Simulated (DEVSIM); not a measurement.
Device: Pd/AlN/n-Ge capacitor, at 300 K.

Layer 1 from the left is AlN, thickness (nm) 13.0. Layer 2 from the left is Ge, thickness (nm) 12000, Nd (cm⁻³) 2.6e15.

Metal gate on the left, work function 5.2 eV. Fixed charge at the semiconductor interface 0 cm⁻² (in units of +e); no interface traps.

Constants are typed, rounded textbook-type inputs, not results; the design itself was drawn at random and stands for no fabricated device. Values at 300 K.

AlN: gap (eV) 6.1, affinity (eV) 1.9, permittivity 8.5. Ge: gap (eV) 0.664, affinity (eV) 4, permittivity 16, Nc (cm⁻³) 1.04e19, Nv (cm⁻³) 6e18.

Q: Estimate by hand the flat-band voltage, the threshold voltage, and compare with a numerical solution.

A: 
- Flat-band voltage: C = 0.579 μF/cm², work-function difference 0.986 V; VFB = φms − qNf/C = 0.99 V; numerical 0.99 V.
- Threshold voltage: φF = 0.125 V, depletion charge √(4εqNφF) = 1.72e-8 C/cm²; VT = VFB − 2φF − Qd/C = 0.71 V; numerical 0.71 V.

Model (solved in DEVSIM): 1D Poisson equation in equilibrium, Boltzmann statistics, complete ionisation; no quantum confinement or tunnelling. Metal contacts follow the ideal Schottky-Mott rule: no Fermi-level pinning, no interface dipoles.
